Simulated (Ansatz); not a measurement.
Abridged Ansatz (a quantum-chemistry and plane-wave program) output:

```
Pseudopotential: C, paw, valence charge 4
Crystal: 4 atoms, lattice volume = 35.408 Å³
Basis set: ecut = 420 eV, 665 PW (Γ), exchange–correlation on 36×36×90 points (8 copies of the dense FFT grid, shifted against one another)
Bands: 12, of which v1, the nominal top of the filled ones, is band 8 counted from 1 (7 counted from 0)
Symmetry: 24 space group operations
k-points: 81 of 1125
Functional: x = pbe(κ = 0.804, μ = 0.2195149727645171), c = pbe(β = 0.06672455060314922)
SCF iter   1: F=—  HF=-1006.481117 eV  |F-HF|=—  |Δ(HF+E_count)|=         —  Δρ=1.28e-1  dr2=5.05e0  ethr=3.10e-3  ⟨swp⟩=5.8  Hψ=5604  notcnv=0
SCF iter   2: F=—  HF=-1005.243259 eV  |F-HF|=—  |Δ(HF+E_count)|=    1.24e0  Δρ=7.56e-2  dr2=2.10e0  ethr=3.10e-3  ⟨swp⟩=2.8  Hψ=2552  notcnv=0
SCF 1 converged in 8 iterations: F = -1004.338791 eV  dr2 = 4.80e-11
SCF converged after 8 iterations
Free energy (F): -1004.338791 eV
Internal energy: -1004.337509 eV  (E = F + TS)
E sigma→0 (E₀):  -1004.338150 eV
Entropy (-TS):   -0.001282 eV (-0.321 meV/atom)
Fermi energy:    6.964559 eV
  E_disp       = -0.623369  (pairwise vdW)
--- Forces (eV/Å), atoms counted from 1 ---
  atom   1  C     -0.00000000    -0.00000000    -0.00000000
  atom   2  C     -0.00000000     0.00000000     0.00000000
  atom   3  C      0.00000000     0.00000000     0.00000000
  atom   4  C      0.00000000    -0.00000000    -0.00000000
--- Stress (GPa, compression-positive) ---
        0.003441      -0.000000       0.000000
       -0.000000       0.003441      -0.000000
        0.000000      -0.000000       0.008243
  P = ⅓ Tr σ = 0.0050 GPa (0.050 kbar)
```

**Question.** What was computed, and what are the main results?

**Answer.** C, 4 atoms in the cell, with DFT with PBE-D3(BJ), PAW potentials and a 420 eV plane-wave cutoff in Ansatz, no spin-orbit coupling, earlier PAW set. The last SCF converged to F = -1004.338791 eV, or -251.0847 eV per atom, at a pressure of 0.01 GPa. The total energy compares only with runs of the same code, potentials and settings.

Whether these cells are dynamically stable was not tested. The cell is C in the graphite type structure (space group P6_3/mmc, No. 194; layered, stacked along the Cartesian z axis).
